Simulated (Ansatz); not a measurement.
The reference is CsSnI3 in the cubic perovskite structure (space group Pm-3m, No. 221; a = 6.131 Å). Axes: x, y, z lie along the cube axes.

Calculations: PBEsol (Ansatz, a program for electronic structure), no spin-orbit coupling.

One thing is altered: biaxial strain −1.00 %, plane normal [111], relaxed out of plane (Cartesian); in-plane vectors clamped, the third vector and the atoms free.

Task: What happens to the ratio −ε⊥/ε∥?

Result: The ratio −ε⊥/ε∥ is 1.27.

Task: What does the calculation give for the energy relative to the base after the change?

Result: The energy goes up by 0.6 meV/atom.

Task: Estimate the effect on the in-plane stress.

Result: The mean in-plane stress (compression positive) comes out as +0.2 GPa.

Whether these cells are dynamically stable was not tested. Many cubic perovskites are stable only at high temperature; tilts and polar distortions were not tested.
